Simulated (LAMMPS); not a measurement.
Simulation of Ni (fcc), 4000 atoms, at 1040 K and 5 GPa, heated as the crystal.

Computed with classical MD, pair style eam, the elements' _smf7.eam files (smf7) (LAMMPS).

```tsv
angle (°)	probability per degree, Ni-Ni-Ni
43.50	0.0000
46.50	0.0001
49.50	0.0010
52.50	0.0067
55.50	0.0211
58.50	0.0341
61.50	0.0310
64.50	0.0179
67.50	0.0069
70.50	0.0020
73.50	0.0005
76.50	0.0006
79.50	0.0019
82.50	0.0053
85.50	0.0100
88.50	0.0132
91.50	0.0129
94.50	0.0091
97.50	0.0049
100.5	0.0020
103.5	0.0009
106.5	0.0016
109.5	0.0049
112.5	0.0114
115.5	0.0198
118.5	0.0254
121.5	0.0243
124.5	0.0176
127.5	0.0098
130.5	0.0042
133.5	0.0014
136.5	0.0004
139.5	0.0001
142.5	0.0001
145.5	0.0000
148.5	0.0000
151.5	0.0000
154.5	0.0000
157.5	0.0001
160.5	0.0004
163.5	0.0011
166.5	0.0029
169.5	0.0057
172.5	0.0085
175.5	0.0082
178.5	0.0034
```

Read from the full data:
- state found: crystal; no diffusion seen in 30 ps
- most common Ni-Ni-Ni angle: at the 3° bin centred on 58.5°, after smoothing over three bins (mean of all 97°)

Caution: a run this short can hold a crystal over, or a liquid under, the potential's own melting point, which these runs don't give.
